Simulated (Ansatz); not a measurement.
Results of LDA (Ansatz, an electronic-structure program, PAW) for CoO (model structure, P6₃/mmc, No. 194, 4 atoms in the cell).

Numerical settings: plane-wave cutoff 520 eV, 24×24×12 k mesh (along the axes of the cell as run), Fermi–Dirac smearing 0.05 eV, spin-polarised with opposed moments, scalar-relativistic PAW data made under PBE.

Cell (relaxed at this level):

```yaml
crystal:
  lattice:
    - [2.70611, 0.00000, 0.00000]
    - [-1.35305, 2.34356, 0.00000]
    - [0.00000, 0.00000, 5.29318]
  atoms:
    - { symbol: Co, position: [0.00000, 0.00000, 0.00000], spin: 2.7 }
    - { symbol: Co, position: [0.00000, 0.00000, 0.50000], spin: -2.7 }
    - { symbol: O, position: [0.33333, 0.66667, 0.25000] }
    - { symbol: O, position: [0.66667, 0.33333, 0.75000] }
```

### Question
Give the computed bulk modulus B0.

### Answer

* **bulk modulus B0**: 232 GPa

Note: the magnetic order was assumed, not searched for or taken from measurement; the bulk modulus is −V dP/dV from two relaxed cells at ±2 % in volume; the relaxation could raise the start's symmetry but not lower it, so the cell can be a saddle point; functionals without U or exact exchange can leave correlated insulators metallic, so the missing gap need not be real.

Spins in the cell block are starting values.

The computed numbers hold no vibrational or temperature effects.

The result took roughly 11 core-minutes.

A model structure was made by putting elements into a prototype or built by hand; it is no filed structure, need not be a known phase, and can be a saddle point held by its symmetry.
